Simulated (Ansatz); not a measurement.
Worked example: self-consistent single point of WS2 (P3m1, 3 atoms in the cell) in Ansatz (a quantum-chemistry and plane-wave program).

Method: PBEsol, default PAW files made with PBE (plane waves; Ansatz).

```yaml
crystal:
  lattice:
    - [3.16760, 0.00000, 0.00000]
    - [-1.58380, 2.74322, 0.00000]
    - [0.00000, 0.00000, 16.86583]
  atoms:
    - { symbol: W, position: [0.00000, 0.00000, 0.00297] }
    - { symbol: S, position: [0.33333, 0.66667, 0.90800] }
    - { symbol: S, position: [0.33333, 0.66667, 0.09200] }
```

Reference input (self-consistent single point, DFT, PBEsol, plane waves, default PAW files made with PBE): basis.ecutwfc = 420 eV; kpoints.mp_grid.grid = 9 9 2; hamiltonian.xc = pbesol; hamiltonian.pseudopotentials = {kind: paw} (the program's default PAW files); scf.occupations.method = fixed. This run's input differs from it in these lines:

Ansatz 0.2 input:
```diff
@@ -18,3 +18,3 @@
 scf:
-  occupations: { method: fixed }
+  occupations: { method: fermi_dirac, width: 0.5 }
 output:
```

Log, with long lists cut:

```
SCF iter   1: F=—  HF=-12029.154722 eV  |F-HF|=—  |Δ(HF+E_count)|=         —  Δρ=6.19e-3  dr2=1.33e-1  ethr=1.77e-3  ⟨swp⟩=8.2  Hψ=3594  notcnv=0
all-band conjugate gradients solve this SCF's bands
preconditioner: auto → LDOS
SCF iter   2: F=—  HF=-12029.183341 eV  |F-HF|=—  |Δ(HF+E_count)|=   2.86e-2  Δρ=7.25e-3  dr2=2.62e-1  ethr=5.10e-4  ⟨swp⟩=2.5  Hψ=1047  notcnv=0
   [... lines left out ...]
SCF iter   5: F=—  HF=-12029.142197 eV  |F-HF|=—  |Δ(HF+E_count)|=   2.37e-5  Δρ=6.43e-5  dr2=4.34e-6  ethr=5.84e-7  ⟨swp⟩=2.7  Hψ=963  notcnv=0
SCF iter   6: F=—  HF=-12029.142162 eV  |F-HF|=—  |Δ(HF+E_count)|=   3.47e-5  Δρ=1.54e-5  dr2=1.07e-6  ethr=1.67e-8  ⟨swp⟩=2.5  Hψ=1019  notcnv=0
SCF iter   7: F=—  HF=-12029.142162 eV  |F-HF|=—  |Δ(HF+E_count)|=   7.03e-8  Δρ=5.04e-6  dr2=1.13e-7  ethr=4.10e-9  ⟨swp⟩=2.4  Hψ=785  notcnv=0
SCF iter   8: F=-12029.142162 eV  HF=-12029.142162 eV  |F-HF|=1.08e-8  |Δ(HF+E_count)|=   1.06e-8  Δρ=1.44e-6  dr2=3.55e-9  ethr=3.85e-10  ⟨swp⟩=10.4  Hψ=2879  notcnv=0
SCF 1 converged in 8 iterations: F = -12029.142162 eV  dr2 = 3.55e-9
Free energy (F): -12029.142162 eV
Internal energy: -12028.584450 eV  (E = F + TS)
E sigma→0 (E₀):  -12028.863306 eV
Entropy (-TS):   -0.557712 eV (-185.904 meV/atom)
Fermi energy:    1.146292 eV
--- Forces (eV/Å), atoms counted from 1 ---
  atom   1  W      0.00000000    -0.00000000    -1.47372764
  atom   2  S      0.00000000     0.00000000     0.45801157
  atom   3  S      0.00000000     0.00000000     1.01570988
--- Stress (GPa, compression-positive) ---
        0.114800       0.000000      -0.000000
        0.000000       0.114800      -0.000000
       -0.000000      -0.000000       0.865486
  P = ⅓ Tr σ = 0.3650 GPa (3.650 kbar)
  The stress holds the Pulay correction. Without it, at fixed plane waves, as pw.x and ABINIT print it: P = 0.3557 GPa
```

The run converged in 8 iterations. Against the reference run the free energy goes down by 45.1 meV/atom, the pressure goes from -0.11 to 0.37 GPa and the largest force goes from 1.673 to 1.474 eV/Å.

The starting cell comes from a database of computed structures (which also holds hypothetical and non-ambient phases and stackings), without a prior relaxation at this level. Its lattice was rescaled by up to half a per cent. One atom was moved a little off its site on purpose. Spin-orbit coupling is off. Spin polarisation is off. Forces in this geometry exceed 1 eV/Å. Ansatz's pressure includes its estimate of the finite-basis (Pulay) stress.
